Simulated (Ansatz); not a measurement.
The parent structure is MgS in the rock salt structure (space group Fm-3m, No. 225; a = 5.129 Å). Axes: x, y, z lie along the cube axes.

Computed with DFT with LDA, PAW potentials and a 420 eV plane-wave cutoff in Ansatz (a quantum-chemistry and plane-wave program), no spin-orbit coupling.

Modification: the cell is scaled by 0.9800 in all directions, atoms relaxed at fixed cell.

Problem. Predict the stress tensor and what it implies for the stiffness.

Solution. Stress of the strained cell less that of the base (GPa, compression positive):
```
   5.71    0.00    0.00
   0.00    5.71    0.00
   0.00    0.00    5.71
```

Then B = −ΔP/(ΔV/V₀) with ΔV/V₀ = -0.0588 gives secant stiffness values (nonlinear terms included at this strain): B ≈ 97 GPa.

As a check, the harmonic strain energy −½ V₀ Δσ:ε is 18 meV/atom; the computed energy rise is 17 meV/atom.

Stability against distortions was not tested.
